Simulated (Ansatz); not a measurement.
The starting structures come from a database of crystals and need not be the phases stable at ambient conditions.

The decay constant κ of evanescent states in the gap governs leakage through a thin film.

Data:

```yaml
crystal:
  lattice:
    - [6.74228, 0.00000, 0.00000]
    - [2.15480, 6.38867, 0.00000]
    - [2.29374, -3.19434, 3.93256]
  atoms:
    - { symbol: Zn, position: [0.50000, 0.50000, 0.00000] }
    - { symbol: Ga, position: [0.75000, 0.75000, 0.50000] }
    - { symbol: Ga, position: [0.00000, 0.00000, 0.00000] }
    - { symbol: Se, position: [0.36787, 0.89649, 0.02155] }
    - { symbol: Se, position: [0.12506, 0.61058, 0.50707] }
    - { symbol: Se, position: [0.89649, 0.36787, 0.97845] }
    - { symbol: Se, position: [0.61058, 0.12506, 0.49293] }
```

Space group of this cell: I-4. The cell is taken as given.

Transport runs along the normal of the first two printed cell vectors, the (110) plane of the conventional cell.

The gap is the functional's own, uncorrected, and κ follows it; spin-orbit coupling is left out. Mid-gap values are interpolated between the computed energies.

Question: Compute, with r2SCAN (Ansatz, a quantum-chemistry and plane-wave program), the band gap and the smallest decay constant κ at mid-gap.

Answer: Gap 2.04 eV on a 8×8×8 mesh; κ = 0.136 1/Å, at the zone centre.
